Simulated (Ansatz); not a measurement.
TiSi2 (Fddd, No. 70)

The numbers are results of PBE (plane waves, PAW; Ansatz, an electronic-structure program), not measurements.

Numerical settings: plane-wave cutoff 520 eV, 16×16×16 k mesh, Fermi–Dirac smearing 0.057 eV (set by the program), no spin polarisation, scalar-relativistic PAW data made under PBE.

Cell (relaxed at this level):

```cif
data_Si4Ti2
_chemical_formula_sum 'Ti2 Si4'
_space_group_name_H-M_alt 'P 1'
_space_group_IT_number 1
_cell_length_a 5.95080
_cell_length_b 4.91068
_cell_length_c 4.77991
_cell_angle_alpha 75.757
_cell_angle_beta 53.115
_cell_angle_gamma 51.128
loop_
_space_group_symop_operation_xyz
  'x, y, z'
loop_
_atom_site_label
_atom_site_type_symbol
_atom_site_fract_x
_atom_site_fract_y
_atom_site_fract_z
_atom_site_occupancy
Ti1 Ti 0.00000 0.00000 0.00000 1
Ti2 Ti 0.25000 0.25000 0.25000 1
Si1 Si 0.66303 0.33697 0.66303 1
Si2 Si 0.33697 0.66303 0.33697 1
Si3 Si 0.58697 0.91303 0.58697 1
Si4 Si 0.91303 0.58697 0.91303 1
```

For TiSi2 (Fddd, No. 70), the voigt–Reuss–Hill bulk modulus is 142 GPa. The voigt–Reuss–Hill shear modulus (Hill average) is 114 GPa. The Young modulus is 270 GPa and the Poisson ratio is 0.183.

Elastic constants are with the ions relaxed.

Computed values are for the static lattice.
